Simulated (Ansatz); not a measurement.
Consider HgS in the zinc blende structure (space group F-43m, No. 216).

```
HgS
1.0
    0.00000     2.90597     2.90597
    2.90597     0.00000     2.90597
    2.90597     2.90597     0.00000
Hg S
1 1
Direct
  0.00000   0.00000   0.00000
  0.25000   0.25000   0.25000
```

Cartesian axes are those of the cell as printed.

Computed with Ansatz (a program for electronic structure), LDA, PAW, cutoff 420 eV, no SOC.

Before the change:

The volume per atom is 24.54 Å³. The pressure comes out as 0.0 GPa.

Perturbation: compressive biaxial strain of 2.00 % in the plane normal to [001], as in epitaxy on a mismatched substrate; the out-of-plane cell vector and the atoms relax.

What happens to the volume per atom, energy relative to the base and pressure?

The volume per atom falls by 0.24 Å³, from 24.54 Å³ to 24.30 Å³; the energy grows by 2.7 meV/atom; the pressure (mean of the normal stresses, compression positive) goes from zero to 0.6 GPa.

The mesh was chosen for an insulator and is coarse for the gapless case. No phonon test of stability was made. All final runs are without spin polarisation.
